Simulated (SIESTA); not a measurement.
Checking a run of SIESTA on Mn2TeSe (R-3m, 4 atoms in the cell). The aim is a self-consistent single point with DFT, GGA PBEsol, numerical atomic orbitals DZP, PseudoDojo PBEsol standard norm-conserving potentials (rewritten from UPF to PSML).

Cell that was meant: a = 7.0313 Å, b = 7.0313 Å, c = 7.0313 Å, α = 33.17°, β = 33.17°, γ = 33.17°.

Part of the input:

```
SCF.Mixer.Method             Pulay
SCF.Mixer.Weight             0.1
SCF.Mixer.History            6
SCF.DM.Tolerance             1.0E-01
SCF.H.Tolerance              1.0 eV
Diag.ParallelOverK           true
WriteForces                  true
Charge.Mulliken              end
```

The program printed (abridged):

```
reinit: Reading from file input.fdf

reinit: System Name: Mn2TeSe
reinit: System Label: Mn2TeSe

NOTE on units for spin output:
   [... lines left out ...]
        0.000000   -2.317747    6.638342

outcell: Cell vector modules (Ang)   :    7.031325    7.031325    7.031325
outcell: Cell angles (23,13,12) (deg):     33.1738     33.1738     33.1738
outcell: Cell volume (Ang**3)        :     92.6496
new_DM -- step:     1
Initializing Density Matrix...

Attempting to read DM from file... Failed...
DM filled with atomic data (user-defined):

InitMesh: MESH = 72 x 72 x 72 = 373248
InitMesh: Mesh cutoff (required, used) =   300.000   325.123 Ry

stepf: Fermi-Dirac step function
        iscf     Eharris(eV)        E_KS(eV)     FreeEng(eV)     dDmax    Ef(eV) dHmax(eV)
   scf:    1   -12051.774519   -12055.309524   -12055.374699  0.754660 -2.359739 11.016605
     spin moment: {S} , |S| = {        0.0        0.0    9.40745 }     9.40745
   scf:    2   -12060.570067   -12058.173575   -12058.238050  0.071645 -2.763513  7.116998
     spin moment: {S} , |S| = {        0.0        0.0    9.40339 }     9.40339
   scf:    3   -12059.952716   -12059.973520   -12060.058607  0.155286 -3.450975  1.981228
     spin moment: {S} , |S| = {        0.0        0.0    9.03356 }     9.03356
   scf:    4   -12059.250829   -12059.662787   -12059.754330  0.039424 -3.556425  3.202087
     spin moment: {S} , |S| = {        0.0        0.0    8.87112 }     8.87112
   scf:    5   -12060.247069   -12060.044895   -12060.127468  0.051435 -3.474240  0.875529
     spin moment: {S} , |S| = {        0.0        0.0    9.14515 }     9.14515
SCF Convergence by DM+H criterion
max |DM_out - DM_in|         :     0.0514347131
max |H_out - H_in|      (eV) :     0.8755292744
SCF cycle converged after 5 iterations

Using DM_out to compute the final energy and forces

siesta: E_KS(eV) =           -12060.0449

siesta: E_KS - E_eggbox =    -12060.0449

siesta: Atomic forces (eV/Ang):
     1    0.000000   -0.000000   -0.169955
     2   -0.000000    0.000000    0.169955
     3   -0.000000    0.000000    0.000000
     4    0.000000    0.000000   -0.000000
   Tot    0.000000   -0.000000   -0.000000
   Max    0.169955
   Res    0.069384    sqrt( Sum f_i^2 / 3N )
   Max    0.169955    constrained

Stress tensor Voigt[x,y,z,yz,xz,xy] (kbar):       66.75       66.75       69.59       -0.00       -0.00        0.00
   [... lines left out ...]
siesta: FreeEng =    -12060.127468
siesta: Cell volume =         92.649554 Ang**3
siesta:         -67.69667251        -77.16735129  kBar
   [... lines left out ...]

              0.026   0.025

mulliken: Qtot =       26.427

Mulliken Atomic Populations:
Atom #   charge [q] valence [e]      Sz [e]  Species
     1     0.070125   14.929875    4.611170  Mn
     2     0.070125   14.929875    4.611170  Mn
     3     0.077644   15.922356   -0.094106  Te
     4    -0.217894   16.217894    0.016916  Se
 Total    -0.000000                9.145150
```

Is anything amiss in this input, and did it matter?

The run is not sound. The fault is a convergence threshold that is too loose. A loop that stops early leaves an energy error of second order in the density error, but errors of first order in forces and stress. To fix it, tighten the threshold. The run converged in 5 iterations without an error; against the sound input the free energy rises by 8.2 meV/atom, the pressure goes from -5.66 to -6.77 GPa, the largest force goes from 0.141 to 0.170 eV/Å and the size of the net moment goes from 2.34 to 2.29 μB/atom.

An input that runs soundly differs in these lines (not the only fix; some lines may just follow from the change or write a value another way):
```diff
-SCF.DM.Tolerance             1.0E-01
-SCF.H.Tolerance              1.0 eV
+SCF.DM.Tolerance             1.0E-05
```

With that input, the run converged in 17 iterations: free energy E − TS -12060.1605 eV; Fermi level (on the code's own zero) -3.42 eV; pressure -5.66 GPa; largest force (vector length) 0.141 eV/Å; size of the cell's spin moment 9.38 μB (DFT, GGA PBEsol, numerical atomic orbitals DZP, PseudoDojo PBEsol standard norm-conserving potentials (rewritten from UPF to PSML)).

On the sound input: the starting cell comes from a database of computed structures (which also holds hypothetical and non-ambient phases and stackings), without a prior relaxation at this level. Its lattice was rescaled by a random factor within 2.5 % of one. The magnetic order is the one reached from the typed start; others were not searched systematically. Values carry the incompleteness of an atom-centred basis. With a pressure of about -6 GPa the cell is away from its equilibrium volume at this level.
